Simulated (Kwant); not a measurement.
Model system: quantum point contact (saddle potential) in a GaAs two-dimensional gas. Effective mass 0.067 mₑ, grid spacing 2 nm, hard walls, nominal width 60 nm (29 grid rows, so walls 60 nm apart), one parabolic valley, scattering region 180 nm long along x; energies count from the band bottom; Fermi energy 0.0529 eV. Potential (V0 + ½k y²) cos²(πx/L) for |x| < L/2, with V0 swept from 0.055545 to 0 eV, k = 0.00021 eV/nm², L = 62 nm.

The device is made up for the run: typed textbook-type constants, with dimensions and the other settings drawn at random.

Kwant, effective-mass tight-binding model on a square grid, one spin, coherent transport at 0 K. Conductance is in e²/h.

Task: Compare with the saddle-point formula G = Σ 1/(1 + exp(−2π(E − V0 − ħωy(n + ½))/ħωx)), taking ħωy = ħ√(k/m) and ħωx from the curvature along x of V0 plus half of the mode's confinement energy.

Result: ħωy = 15.5 meV; at V0 = 45.1 meV the lowest mode has ħωx = 16.9 meV.

```csv
V0 (meV),formula,simulation
52.3,0.078,0.079
45.1,0.51,0.53
37.8,1.00,1.00
30.6,1.41,1.44
23.3,1.97,1.98
16.1,2.31,2.34
```

The formula takes a parabolic saddle in the continuum; the run has the full potential on a grid.
